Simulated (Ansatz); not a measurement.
Cubic perovskite BaZrO3, treated with LDA (PAW; Ansatz, a first-principles code).

Settings: plane-wave cutoff 520 eV, 8×8×8 k mesh, Fermi–Dirac smearing 0.01 eV, scalar-relativistic PAW data made under PBE.

Cell (relaxed at this level):

```
CELL_PARAMETERS angstrom
      4.14742     0.00000     0.00000
      0.00000     4.14742     0.00000
      0.00000     0.00000     4.14742
ATOMIC_POSITIONS crystal
  Ba 0.00000 0.00000 0.00000
  Zr 0.50000 0.50000 0.50000
  O  0.50000 0.00000 0.50000
  O  0.00000 0.50000 0.50000
  O  0.50000 0.50000 0.00000
```

Estimate the bulk modulus B0, band gap, smallest direct gap on the k points sampled and pressure derivative B′ of the bulk modulus that the calculation returns.


- bulk modulus B0: 175 GPa
- band gap: 3.20 eV
- smallest direct gap on the k points sampled: 3.35 eV
- pressure derivative B′ of the bulk modulus: 4.4

Measured, for comparison: band gap 5.3 eV (temperature not stated, no zero-point or thermal correction, first of three measured values (5.3, 4.86, 4.8), our sources range from 4.86 to 5.30; as tabulated in Lindman et al. (2015), arXiv:1503.06612); bulk modulus 189 GPa (temperature not stated, no zero-point or thermal correction; as tabulated in Sepliarsky et al. (2023), arXiv:2212.03924). Computed (rounded) less measured: bulk modulus -7 %.

Spin–orbit coupling is not included.

Computed values are for the static lattice.

The result took very roughly 70 core-seconds.
